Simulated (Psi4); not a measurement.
Psi4 1.11, unrestricted PBE0/def2-svp: Fe(Br)(NMe2)(OH2)2 (C[N](C)[Fe](<-[OH2])(<-[OH2])[Br]), charge 0, multiplicity 5, 17 atoms. The geometry is a generated start, not checked to be a minimum at this level.

- task: energy
- method: pbe0
- basis: def2-svp
- memory: 3 GB
- maxiter: 100
- keys of the molecule block: symmetry c1
- scf_type: df (default)
- diis_max_vecs: 10 (default)
- e_convergence: 1e-06 (default)
- d_convergence: 1e-06 (default)
- dft_radial_points: 75 (default)
- dft_spherical_points: 302 (default)
- basis functions: 183
- grid points: 363143

```xyz
17

Fe    -0.3121     0.8065    -0.7194
Br     0.6581     1.6567    -2.5902
N      0.7516    -0.4163     0.4650
C      2.0228    -1.0476     0.2489
C      0.2333    -0.7026     1.7734
H      2.7639    -0.7233     0.9952
H      1.9431    -2.1447     0.3246
H      2.3956    -0.7930    -0.7424
H      0.0942    -1.7854     1.9271
H      0.9178    -0.3478     2.5597
H     -0.7303    -0.2036     1.9017
O     -1.8483    -0.6517    -1.8660
H     -1.6326    -1.5639    -1.6563
H     -1.6038    -0.5147    -2.7898
O     -1.6865     2.5419     0.2380
H     -2.6009     2.4781    -0.0498
H     -1.3659     3.4113    -0.0196
```

Charge 0 and multiplicity 5 are set for this test and not shown to be the ground state.

With the defaults (diis_start = 1, damping_percentage = 0, diis = true, scf_initial_accelerator = adiis, soscf = false, soscf_start_convergence = 0.01, guess = auto, which took SAD, level_shift = 0, level_shift_cutoff = 0.01) it converges in 88 SCF iterations. One run each on 2 threads, with these changes:
- damping_percentage = 60
- level_shift = 0.1, level_shift_cutoff = 0.001
- guess = sadno
- diis_start = 4
- soscf = true, soscf_start_convergence = 0.1
- soscf = true
- damping_percentage = 60, diis = false, scf_initial_accelerator = none
- soscf = true, soscf_start_convergence = 0.001
- damping_percentage = 20

Task: Which runs fail or end elsewhere than the default run?

Result: No convergence: damping_percentage = 20; damping_percentage = 60; damping_percentage = 60, diis = false, scf_initial_accelerator = none; soscf = true, soscf_start_convergence = 0.1 (the run ends without SCF convergence in 100 iterations). Another solution: diis_start = 4 (120 meV higher). The rest reach the solution of the defaults.

```json
[
 {"setting": "guess = sadno", "SCF iterations": "30", "JK calls": "30", "end": "same solution"},
 {"setting": "level_shift = 0.1, level_shift_cutoff = 0.001", "SCF iterations": "62", "JK calls": "63", "end": "same solution"},
 {"setting": "soscf = true, soscf_start_convergence = 0.001", "SCF iterations": "86", "JK calls": "162", "end": "same solution"},
 {"setting": "the defaults", "SCF iterations": "88", "JK calls": "89", "end": "same solution"},
 {"setting": "soscf = true", "SCF iterations": "89", "JK calls": "180", "end": "same solution"},
 {"setting": "diis_start = 4", "SCF iterations": "92", "JK calls": "93", "end": "other solution, 120 meV higher"},
 {"setting": "damping_percentage = 20", "SCF iterations": "100", "JK calls": "101", "end": "no convergence"},
 {"setting": "damping_percentage = 60", "SCF iterations": "100", "JK calls": "101", "end": "no convergence"},
 {"setting": "damping_percentage = 60, diis = false, scf_initial_accelerator = none", "SCF iterations": "100", "JK calls": "101", "end": "no convergence"},
 {"setting": "soscf = true, soscf_start_convergence = 0.1", "SCF iterations": "100", "JK calls": "181", "end": "no convergence"}
]
```

An SOSCF iteration holds several JK calls; a Hückel guess adds calls on atoms.
